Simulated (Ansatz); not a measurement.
## Zr3N4 (R-3m, No. 166, 7 atoms in the cell; start mp-754353; a measured phase of this formula has another space group): band gap by level of theory

No measured value is used here.

```tsv
level (code)	value (eV)
LDA (Ansatz)	0.98
PBEsol+SOC (Ansatz)	0.99 (indirect)
HSE06+SOC (Ansatz)	1.87 (indirect)
PBE0 (Ansatz)	___
```

Task: Complete the blanks.

Result: 
- PBE0 (Ansatz, an electronic-structure program), value (eV): 2.55

Computed values are for a static lattice. Levels without +SOC have no spin–orbit coupling; where heavier elements are present it shifts gaps, mostly down, and can invert bands.  Values are at the PBEsol cell. Cutoffs and k meshes differ between the levels. Ansatz's density-functional and Hartree–Fock values are scalar-relativistic unless marked +SOC, with PAW data made under PBE.

A start named mp-… is a Materials Project structure, which need not be a measured phase.
